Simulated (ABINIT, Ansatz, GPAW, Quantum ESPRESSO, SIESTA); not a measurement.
## CuAu (P4/mmm, 2 atoms in the cell) computed with different codes at matched settings

Self-consistent single point, at a second geometry (lattice scaled by 0.98). First geometry:

```xyz
2
Lattice="2.8000 0.0000 0.0000 0.0000 2.8000 0.0000 0.0000 0.0000 3.6700" Properties=species:S:1:pos:R:3 pbc="T T T"
Cu     0.0000     0.0000     0.0000
Au     1.4000     1.4000     1.8350
```

Shared settings, as Ansatz (a program for electronic structure) writes them: kpoints.mp_grid.grid = 12 12 10; scf.occupations.method = gaussian; scf.occupations.width = 0.272 eV. Potentials and cutoffs stand in the table.

| code | model | ΔF from the first geometry (meV/atom) | pressure (GPa) | cutoff |
|---|---|---|---|---|
| Quantum ESPRESSO | PBE, PSlibrary PAW (PBE) pseudopotentials | 70.8 | 19.44 | 50 Ry |
| SIESTA | GGA PBE, numerical atomic orbitals DZP, PseudoDojo PBE standard norm-conserving potentials (rewritten from UPF to PSML) | 59.9 | 18.15 | grid 350 Ry |
| ABINIT | PBE, PAW (JTH v2.0 PBE PAW) | 68.7 | 19.49 | 30 Ha |
| Ansatz | PBE, default PAW files | 66.9 | 19.22 | default |
| GPAW | PBE, GPAW PAW datasets PBE (gpaw-data 1.0.1) | 80.7 | 21.84 | 850 eV |

For Quantum ESPRESSO (by 0.6 GPa) the energy change implies a higher mean pressure, against the two pressures, than for the other programs: a sign of finite-basis (Pulay) stress.

On Ansatz's run: spin-orbit coupling is off. Spin polarisation is off.

The spread over the programs that give each value: ΔF from the first geometry within 20.8 meV/atom; pressure within 3.69 GPa.

SIESTA uses small atom-centred bases, whose incompleteness enters pressures, forces and empty levels differently from a plane-wave cutoff. Ansatz's pressure is given at a fixed set of plane waves, as the other plane-wave codes print theirs; with its correction for the finite basis it is 19.32 GPa. In the pressure, SIESTA (by 1.32) and GPAW (by 2.38) lie more than 1 GPa from the median of the plane-wave programs.

The starting cell has typed, rounded lattice constants, without a prior relaxation at this level. For this run, on top of that: lattice scaled by 0.98.

Left out of this page: Elk and FLEUR (not drawn, or without a comparable value).

Keys are those of Ansatz 0.2.
